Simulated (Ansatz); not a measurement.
Base system: an 8-atom supercell of Al in the fcc (Cu type) structure (space group Fm-3m, No. 225; a = 4.0400 Å) at its relaxed geometry.

The values are results of PBE (Ansatz, a program for electronic structure), without spin-orbit coupling, earlier PAW set, not measurements.

One neutral defect a cell, atoms relaxed at fixed cell.

One change was made to it. Results:

```tsv
quantity	base	after
pressure	-0.2 GPa	-0.6 GPa
largest displacement of a host atom from its site in the perfect cell	–	0.00 Å
```

Which of these changes matches the shifts?
A. Zn on a Al site
B. Al vacancy
C. Li interstitial (started 2.02 Å from the nearest host atom)
D. In on a Al site

A, Zn on a Al site. For comparison, the pressure in the other runs: Al vacancy gives -2.3 GPa; Li interstitial (started 2.02 Å from the nearest host atom) gives 12.9 GPa; In on a Al site gives 6.4 GPa.

The cell is small, so the values are those of an ordered compound at a high defect concentration; dilute-limit values will differ.
